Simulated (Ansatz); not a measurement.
Take TiO$_{2}$ in the rutile structure (space group P4_2/mnm, No. 136; a = 4.591 Å, c = 2.939 Å) as the base. Axes: x, y, z lie along a, b, c of the conventional cell.

Method: PBEsol/PAW in Ansatz (a first-principles code), no SOC.

Strains are applied to the cell and any free atomic positions relax.

One change was made to it. Results:

The band gap goes up by 0.046 eV (1.87 eV → 1.91 eV); the electron mass goes from 0.54 mₑ along c, 1.1 mₑ across (at Γ) to 0.51 mₑ along z, 1.1 mₑ across (at Γ); the pressure (mean of the normal stresses, compression positive) goes from zero to 7.01 GPa; the width of the top valence band is nearly the same (1.65 eV against 1.67 eV).

Task: What was done to the base?
A) uniaxial strain ε_zz = −3.00 %
B) uniaxial strain ε_zz = −0.60 %
C) uniaxial strain ε_zz = −2.40 %
D) uniaxial strain ε_zz = −1.20 %
E) uniaxial strain ε_zz = −1.80 %

Result: C, uniaxial strain ε_zz = −2.40 %. For comparison, the pressure in the other runs: uniaxial strain ε_zz = −1.20 % gives 3.40 GPa; uniaxial strain ε_zz = −1.80 % gives 5.18 GPa; uniaxial strain ε_zz = −3.00 % gives 8.91 GPa; uniaxial strain ε_zz = −0.60 % gives 1.67 GPa.

Effective masses come from finite differences of ±0.01 Å⁻¹. No phonon test of stability was made. The final runs are not spin-polarised.
